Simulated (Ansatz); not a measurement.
Input and output of a dielectric-response calculation for BaTiO₃ (Amm2, 5 atoms in the cell) (Ansatz, a first-principles code).

Method: LDA (PW92), default PAW files made with PBE (plane waves; Ansatz).

```
BaTiO3
1.0
    4.00325     0.00000     0.00000
    0.00000     2.87691     2.88972
    0.00000    -2.87691     2.88972
Ba Ti O
1 1 3
Cartesian
  0.00000   0.00000   0.01971
  2.00162   0.00000   2.99664
  2.00162   1.40128   4.24725
  2.00162  -1.40128   4.24725
  0.00000   0.00000   2.82152
```

Reference input (self-consistent single point, DFT, LDA (PW92), plane waves, default PAW files made with PBE): basis.ecutwfc = 420 eV; kpoints.mp_grid.grid = 6 6 6; hamiltonian.xc = lda; hamiltonian.pseudopotentials = {kind: paw} (the program's default PAW files); scf.occupations.method = fixed. This run's input differs from it in these lines:

Ansatz 0.2 input:
```diff
@@ -15,3 +15,3 @@
 kpoints:
-  mp_grid: { grid: [6, 6, 6] }
+  mp_grid: { grid: [10, 10, 10], shift: [0.5, 0.5, 0.5] }
 hamiltonian:
@@ -21,6 +21,4 @@
   occupations: { method: fixed }
-output:
-  forces: true
-  eigenvalues: true
-  stress: true
+dielectric:
+  field_mesh: kpoints
```

Output (repeated stretches shortened):

```
SCF iter   1: F=—  HF=-9904.367527 eV  |F-HF|=—  |Δ(HF+E_count)|=         —  Δρ=1.93e-2  dr2=2.43e-1  ethr=1.77e-3  ⟨swp⟩=4.5  Hψ=53060  notcnv=0  defer=1103
all-band conjugate gradients solve this SCF's bands
preconditioner: auto → Resta (q_TF=auto, 2.506 Å⁻¹)
SCF iter   2: F=—  HF=-9904.334597 eV  |F-HF|=—  |Δ(HF+E_count)|=   3.29e-2  Δρ=1.18e-2  dr2=8.23e-2  ethr=6.08e-4  ⟨swp⟩=2.1  Hψ=22540  notcnv=0  defer=1005
   [... lines left out ...]
SCF iter   8: F=—  HF=-9904.318941 eV  |F-HF|=—  |Δ(HF+E_count)|=   1.56e-6  Δρ=2.52e-5  dr2=4.42e-7  ethr=8.45e-9  ⟨swp⟩=1.1  Hψ=12554  notcnv=0  defer=502
SCF iter   9: F=—  HF=-9904.318941 eV  |F-HF|=—  |Δ(HF+E_count)|=   7.78e-8  Δρ=3.25e-6  dr2=6.81e-9  ethr=1.11e-9  ⟨swp⟩=2.1  Hψ=18564  notcnv=0  defer=502
SCF iter  10: F=—  HF=-9904.318941 eV  |F-HF|=—  |Δ(HF+E_count)|=  9.17e-10  Δρ=7.23e-7  dr2=3.28e-10  ethr=1.70e-11  ⟨swp⟩=2.0  Hψ=19768  notcnv=0  defer=502
SCF iter  11: F=-9904.318941 eV  HF=-9904.318941 eV  |F-HF|=2.18e-11  |Δ(HF+E_count)|=  5.82e-11  Δρ=1.75e-7  dr2=1.87e-11  ethr=1.00e-12  ⟨swp⟩=9.1  Hψ=54318  notcnv=0
SCF 1 converged in 11 iterations: F = -9904.318941 eV  dr2 = 1.87e-11
DFPT response loops at Γ: preconditioner auto → none (the input reference at scf.mixing.eps_inf says where Resta's filter doesn't serve); β = 0.50 …
Free energy (F): -9904.318941 eV
Internal energy: -9904.318941 eV  (E = F + TS)
E sigma→0 (E₀):  -9904.318941 eV
Fermi energy:    9.363816 eV
--- Dielectric response (ions clamped): 3 representative field directions + reference, on 500 of 1000 k-points (Σ response iterations 27) ---
  k mesh reduced under 1 symmetry operation, with k and −k counted as one. Each operation leaves every solved perturbation unchanged …
  ε∞ (high-frequency dielectric tensor):
        6.338250    -0.000000    -0.000000
   [... lines left out ...]
         0.00000   -3.60090    1.54677
         0.00000    1.33469   -3.12273
    site 4:
        -5.55735    0.00000    0.00000
         0.00000   -1.94337    0.00000
         0.00000   -0.00000   -1.97289
  Z* charge neutrality: 2.214e-5 e pre-enforcement
  k-mesh period / interband length: 40.0 Å / 1.61 Å = 24.80 at k = (0.0500, 0.0500, -0.0500), direct gap 2.531 eV — 14 or more, which is no proof of convergence
```

The run converged in 11 iterations. 

Summary of the result:
* **Free energy E − TS (on the zero of these files)**: -9904.3189 eV
* **Top of the valence band (on the code's own zero)**: 9.36 eV
* **Gap on the k-point mesh**: 2.19 eV
* **ε∞ at this k-point mesh, which may be far from converged in small-gap cells (xx, yy, zz)**: 6.34, 6.01, 5.56
* **Born charges at this mesh (mean of the diagonal, e)**: Ba 2.76, Ti 6.24, O -2.92, O -2.92, O -3.16

The starting cell comes from a database of computed structures (which also holds hypothetical and non-ambient phases and stackings), without a prior relaxation at this level. Its lattice was rescaled by up to half a per cent. The shifted mesh does not hold Γ, so a gap read on it misses any band edge there.

Cost on one core of a shared machine: roughly 20 min.
